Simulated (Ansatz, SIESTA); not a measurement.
# Code comparison for Mg6SbMo (Amm2, 8 atoms in the cell)

Self-consistent single point.

```
CELL_PARAMETERS angstrom
      5.00334     0.00000     0.00000
      0.00000     3.11246     5.26738
      0.00000    -3.11246     5.26738
ATOMIC_POSITIONS crystal
  Mg 0.00000 0.32564 0.83724
  Mg 0.00000 0.83724 0.32564
  Mg 0.00000 0.33432 0.33432
  Mg 0.50000 0.15422 0.67426
  Mg 0.50000 0.67426 0.15422
  Mg 0.50000 0.16642 0.16642
  Sb 0.50000 0.67576 0.67576
  Mo 0.00000 0.83216 0.83216
```

Shared settings, as Ansatz (a quantum-chemistry and plane-wave program) writes them: kpoints.mp_grid.grid = 4 3 3; magnetization.spin_orbit = true; scf.occupations.method = gaussian; scf.occupations.width = 0.1 eV. Potentials and cutoffs stand in the table.

| code | model | pressure (GPa) | largest force (eV/Å) | cutoff |
|---|---|---|---|---|
| SIESTA | GGA PBEsol with spin-orbit coupling, numerical atomic orbitals DZP, PseudoDojo PBEsol fully relativistic norm-conserving potentials (rewritten from UPF to PSML) | – | 0.140 | grid 400 Ry |
| Ansatz | PBEsol with spin-orbit coupling, PAW files made with PBE | -1.52 | 0.063 | 420 eV |

Size of the force on each atom (eV/Å): Sizes of forces hide their directions.

| code | Mg1 | Mg2 | Mg3 | Mg4 | Mg5 | Mg6 | Sb7 | Mo8 |
|---|---|---|---|---|---|---|---|---|
| SIESTA | 0.140 | 0.140 | 0.003 | 0.008 | 0.008 | 0.045 | 0.114 | 0.013 |
| Ansatz | 0.030 | 0.030 | 0.016 | 0.046 | 0.046 | 0.041 | 0.063 | 0.042 |

A dash marks a value that a program does not give, or that is left out as unsure.

The spread over the programs that give each value: largest force within 0.077 eV/Å.

SIESTA uses small atom-centred bases, whose incompleteness enters pressures, forces and empty levels differently from a plane-wave cutoff.

The shared mesh is coarse (it stands for a supercell whose shortest vector is 18 Å), so the values are not converged in it.

The starting cell comes from a database of computed structures (which also holds hypothetical and non-ambient phases and stackings), without a prior relaxation at this level.

Left out of this page: Elk (with a known weakness of the program).

Keys are those of Ansatz 0.2.
